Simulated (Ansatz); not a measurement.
Troubleshooting Ansatz (a quantum-chemistry and plane-wave program): a failed run on TaAs (I4_1md, 4 atoms in the cell). The aim is a self-consistent single point with DFT, PBE, plane waves, PAW files.

Cell that was meant: a = 6.3360 Å, b = 6.3360 Å, c = 6.3360 Å, α = 148.55°, β = 148.55°, γ = 45.07°.

Part of the input:

```yaml
    - [1.717166, -1.717166, 5.852097]
    - [1.717166, 1.717166, -5.852097]
  atoms:
    - { element: Ta, position_ang: [1.717166, 0.000000, 5.851746] }
    - { symbol: Ta, position_ang: [-0.000000, 0.000000, 8.777794] }
    - { symbol: As, position_ang: [1.717166, 0.000000, 0.967118] }
    - { symbol: As, position_ang: [-0.000000, 0.000000, 3.893166] }
```

Output (repeated stretches shortened):

```
Error: YAML parse error: error: line 8 column 9: unknown field `element`, expected one of symbol, position, position_ang, spin, spin_axis, wyckoff
  --> <input>:8:9
   |
 6 |     - [1.717166, 1.717166, -5.852097]
 7 |   atoms:
 8 |     - { element: Ta, position_ang: [1.717166, 0.000000, 5.851746] }
   |         ^ unknown field `element`, expected one of symbol, position, position_ang, spin, spin_axis, wyckoff
 9 |     - { symbol: Ta, position_ang: [-0.000000, 0.000000, 8.777794] }
10 |     - { symbol: As, position_ang: [1.717166, 0.000000, 0.967118] }
   |
```

Problem. From the messages shown, name the fault and mend the input.

Solution. The program does not know the word element. To fix it, write symbol. The program stopped before any SCF iteration.

An input that runs soundly differs in these lines (not the only fix; some lines may just follow from the change or write a value another way):
```diff
-    - { element: Ta, position_ang: [1.717166, 0.000000, 5.851746] }
+    - { symbol: Ta, position_ang: [1.717166, 0.000000, 5.851746] }
```

With that input, the run converged in 8 iterations: free energy E − TS (on the zero of these files) -29580.9103 eV; Fermi level (on the code's own zero) 16.82 eV; pressure 3.73 GPa; largest force (vector length) 0.026 eV/Å (DFT, PBE, plane waves, PAW files).

On the sound input: the starting cell comes from a database of computed structures (which also holds hypothetical and non-ambient phases and stackings), without a prior relaxation at this level. Its lattice was rescaled by a random factor within 2.5 % of one. Spin polarisation is off. With a pressure of about 4 GPa the cell is away from its equilibrium volume at this level. Ansatz's pressure includes its estimate of the finite-basis (Pulay) stress.
